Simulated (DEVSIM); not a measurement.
System: Pt/La2O3/n-Ge capacitor, at 300 K.

```tsv
layer (left to right)	material	thickness (nm)	Nd (cm⁻³)
1	La2O3	4.20	-
2	Ge	1600	1.4e17
```

Metal gate on the left, work function 5.6 eV. Fixed charge at the semiconductor interface -4.8e10 cm⁻² (in units of +e); no interface traps.

Constants are typed, rounded textbook-type inputs, not results; the design itself was drawn at random and stands for no fabricated device. Values at 300 K; Nc and Nv go as T^1.5, mobilities as T to minus their exponent, the gap by Varshni's rule with the affinity fixed.

| parameter | La2O3 | Ge |
|---|---|---|
| gap (eV) | 5.8 | 0.664 |
| affinity (eV) | 1.8 | 4 |
| permittivity | 27 | 16 |
| Nc (cm⁻³) | - | 1.04e19 |
| Nv (cm⁻³) | - | 6e18 |
| Varshni α (eV/K) | - | 0.000477 |
| Varshni β (K) | - | 235 |

DEVSIM, 1D Poisson equation in equilibrium, Boltzmann statistics, complete ionisation; no quantum confinement or tunnelling. Metal contacts follow the ideal Schottky-Mott rule: no Fermi-level pinning, no interface dipoles.

Base results: flat-band voltage (V) 1.49; minimum of the low-frequency capacitance (μF/cm²) 0.215; capacitance of the dielectric stack (μF/cm²) 5.69; threshold voltage (band bending 2φF) (V) 1.00.

Problem. What follows from this one change: La2O3 thickness 0.0042 → 0.0036 μm?

Solution. flat-band voltage little changed (1.49 V); minimum of the low-frequency capacitance little changed (0.215 μF/cm²); capacitance of the dielectric stack 5.69 → 6.64 μF/cm²; threshold voltage (band bending 2φF) little changed (1.01 V).

Problem. What follows from this one change: interface trap density 0 → 3e+11 cm^-2 eV^-1?

Solution. flat-band voltage little changed (1.49 V); minimum of the low-frequency capacitance 0.215 → 0.259 μF/cm²; capacitance of the dielectric stack little changed (5.69 μF/cm²); threshold voltage (band bending 2φF) little changed (1.00 V).

Problem. What follows from this one change: temperature 300 → 450 K?

Solution. flat-band voltage 1.49 → 1.41 V; minimum of the low-frequency capacitance 0.215 → 0.367 μF/cm²; capacitance of the dielectric stack little changed (5.69 μF/cm²); threshold voltage (band bending 2φF) 1.00 → 1.15 V.

Problem. What follows from this one change: fixed charge -4.8e+10 → 7.452e+12 cm^-2?

Solution. flat-band voltage 1.49 → 1.28 V; minimum of the low-frequency capacitance little changed (0.216 μF/cm²); capacitance of the dielectric stack little changed (5.69 μF/cm²); threshold voltage (band bending 2φF) 1.00 → 0.79 V.
